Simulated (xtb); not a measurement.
xtb 6.7.1, GFN2-xTB: [CH2]OCCOC, charge 0, multiplicity 2, 15 atoms. The geometry is a generated start, not checked to be a minimum at this level.

```yaml
run_flags: --grad
method: GFN2-xTB
"--acc": 1 (default)
"--etemp (K)": 300 (default)
basis_functions: 33
valence_electrons: 37
```

```xyz
15

C      2.9195     0.4208    -0.4488
O      1.6377     0.6615    -0.0536
C      0.9209    -0.4523     0.4221
C     -0.5435    -0.0678     0.5882
O     -1.2097    -0.2752    -0.6340
C     -2.5617     0.0966    -0.5923
H      3.3972    -0.5039    -0.1859
H      3.4790     1.3046    -0.6782
H      1.3384    -0.7759     1.3908
H      0.9900    -1.2880    -0.2891
H     -0.6028     0.9892     0.8845
H     -1.0082    -0.6794     1.3766
H     -3.1146    -0.4996     0.1468
H     -2.9649    -0.0893    -1.5852
H     -2.6774     1.1588    -0.3419
```

Charge 0 and multiplicity 2 are set for this test and not shown to be the ground state. GFN-xTB has no spin term: --uhf 1 sets the occupations alone.

One run each on 1 thread. Values of broydamp tried: 0.02, 0.05, 0.1, 0.2, 0.4 (default), 0.6, 0.8, 1.

### Question
Which value of broydamp needs the fewest SCC iterations, and what happens away from it?

### Answer
Fewest SCC iterations, within one of each other: 0.2 with 11, 0.4 (default) with 10, 0.6 with 10, 0.8 with 10, 1 with 10. The count rises to 15 at 0.02. All converge to one solution.

| broydamp | SCC iterations | end |
|---|---|---|
| 0.02 | 15 | same solution |
| 0.05 | 14 | same solution |
| 0.1 | 12 | same solution |
| 0.2 | 11 | same solution |
| 0.4 (default) | 10 | same solution |
| 0.6 | 10 | same solution |
| 0.8 | 10 | same solution |
| 1 | 10 | same solution |
